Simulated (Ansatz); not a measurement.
An Ansatz (an electronic-structure program) input (r2SCAN (Ansatz; PAW; 500 eV plane waves; no spin-orbit coupling)):

Ansatz 0.2 input:
```yaml
crystal:
  lattice:
    - [0, 2.4343121696, 2.4343121696]
    - [2.4343121696, 0, 2.4343121696]
    - [2.4343121696, 2.4343121696, 0]
  atoms:
    - { symbol: Be, position: [0, 0, 0] }
    - { symbol: S, position: [0.25, 0.25, 0.25] }
basis: { ecutwfc: 500, ecutrho_ratio: 4, xc_grid: 4, fft_grid_basis: typed }
kpoints: { mp_grid: { grid: [12, 12, 12] } }
hamiltonian:
  xc: r2scan
  dispersion: none
  pseudopotentials: { kind: paw }
scf: { occupations: { method: fermi_dirac, width: 0.05 }, convergence: { dr2_threshold: 0.0000000002 } }
output: { forces: true, stress: true }
checkpoint: { write: state.ck, write_every: 1000 }
```

Task: Which symmetry and how many k-points will the program report, and about how many plane waves at Γ?

Result: Space group F-43m (ITA 216) with 24 operations, k-points 72 of 1728, and 725 plane waves at Γ.

Whether these cells are dynamically stable was not tested. The cell is BeS in the zinc blende structure (space group F-43m, No. 216).
